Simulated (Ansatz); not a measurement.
Consider GaN in the zinc blende structure (space group F-43m, No. 216).

```yaml
crystal:
  lattice:
    - [0.00000, 2.22769, 2.22769]
    - [2.22769, 0.00000, 2.22769]
    - [2.22769, 2.22769, 0.00000]
  atoms:
    - { symbol: Ga, position: [0.00000, 0.00000, 0.00000] }
    - { symbol: N, position: [0.25000, 0.25000, 0.25000] }
```

Cartesian axes are those of the cell as printed.

Level of theory: LDA, PAW, 420 eV (Ansatz, an electronic-structure program; scalar-relativistic without spin-orbit coupling).

Strains are applied to the cell and any free atomic positions relax; under biaxial strain the out-of-plane vector relaxes too.

One change was made to it. Results:

| quantity | base | after |
|---|---|---|
| electron mass | 0.18 mₑ (at Γ) | 0.17 mₑ (at Γ) |
| shortest interatomic distance | 1.929 Å | 1.932 Å |
| valence-band top at Γ (three highest levels, from the VBM) | 0.00, 0.00, 0.00 eV | 0.00, -0.05, -0.05 eV |
| energy relative to the base (free energy F) | 0 meV/atom | +0.4 meV/atom |

Task: Which change produced these results?
A) biaxial strain +2.50 %, plane normal [001], relaxed out of plane
B) biaxial strain +0.50 %, plane normal [001], relaxed out of plane
C) biaxial strain −2.50 %, plane normal [001], relaxed out of plane

Result: B, biaxial strain +0.50 %, plane normal [001], relaxed out of plane. For comparison, the electron mass in the other runs: biaxial strain −2.50 %, plane normal [001], relaxed out of plane gives 0.20 mₑ out of plane, 0.18 mₑ in plane (at Γ); biaxial strain +2.50 %, plane normal [001], relaxed out of plane gives 0.16 mₑ out of plane, 0.17 mₑ in plane (at Γ).

The levels and masses belong to the bands next to the band gap. Masses are band curvatures over ±0.01 Å⁻¹ around the edge. No phonon test of stability was made. This is not the structure that GaN has at room temperature and ambient pressure.
